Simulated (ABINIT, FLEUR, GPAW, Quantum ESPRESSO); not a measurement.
Bulk modulus against equilibrium volume of fluorite-structure HfO2 (space group 225) over programs and functionals

Each row is a third-order Birch-Murnaghan fit to seven to nine volumes of fluorite-structure HfO2 (space group 225) in one program and functional, each with its own basis, cutoff and mesh; V0 is in Å^3/atom and B0 in GPa. Along one equation of state d ln B/d ln V = -B', so if levels differed mainly by where they put the minimum, ln B0 would fall on a line in ln V0 with a slope near -B0'.

```csv
"program, functional, potentials",ln V0,ln B0,V0 (Å^3/atom),B0 (GPa)
"ABINIT, LDA, PseudoDojo",2.321,5.679,10.18,292.6
"Quantum ESPRESSO, LDA, GBRV",2.338,5.663,10.36,288.0
"GPAW, LDA, PAW",2.342,5.664,10.40,288.3
"FLEUR, LDA, all-electron",2.346,5.641,10.44,281.8
"ABINIT, PBEsol, PseudoDojo",2.357,?,10.56,?
"Quantum ESPRESSO, PBEsol, GBRV",2.362,5.598,10.61,269.9
"Quantum ESPRESSO, PBE, PSlibrary PAW",2.367,5.527,10.66,251.5
"GPAW, PBEsol, PAW",2.370,5.601,10.70,270.7
"ABINIT, PBE, PseudoDojo",2.391,5.511,10.93,247.3
"Quantum ESPRESSO, PBE, GBRV",2.394,5.523,10.95,250.3
"GPAW, PBE, PAW",2.401,5.530,11.03,252.2
"FLEUR, PBE, all-electron",2.402,5.500,11.04,244.8
```

Taking a straight line for ln B0 over the 11 complete rows: With u = ln V0 - 2.367, the rows have u = -0.046000, -0.029000, -0.025000, -0.021000, -0.005000, 0.000000, 0.003000, 0.024000, 0.027000, 0.034000, 0.035000. Means: u -0.00027273, ln B0 5.5852. About the means, the sum of products is -0.018048 and the sum of squares of u is 0.0077422; the slope is their ratio. Least squares gives ln B0 = 5.5845 - 2.331·u. Residuals (row less fit): -0.0127, 0.0109, 0.0212, 0.0075, 0.0018, -0.0575, 0.0235, -0.0176, 0.0014, 0.0248, -0.0029; standard error 0.0249 (degrees of freedom: 9). The slope is -2.3; the rows' own B0' run from 4.0 to 4.3, so the line is flatter than -B0': at one and the same volume the levels with the larger V0 are the stiffer ones.

### Question
Predict the withheld ln B0 at ln V0 = 2.357 from the fit, and compare with the calculation.

### Answer
u = -0.010000, so ln B0 = 5.5845 - 2.331 × (-0.010000) = 5.6078. The calculation gives 5.591, 0.0168 below the prediction (9.4 % of the range of ln B0 in the table). The row lies between fitted rows. From the scatter of the fitted rows alone, a prediction at this place has a standard error of 0.0262, so the miss is 0.6 times that.

This is a high-temperature phase, held here by symmetry. The runs keep the symmetry of the cell, so they don't test it for distortions. FLEUR's values depend on its sphere radii, cutoffs and local orbitals, which need not be converged. Spin polarisation is off, and so is spin-orbit coupling; occupations are Fermi-Dirac, smeared by 0.05 eV in metals and 0.01 eV otherwise. Cutoffs and mesh are single choices, not tested for convergence of this quantity. No row is a reference.
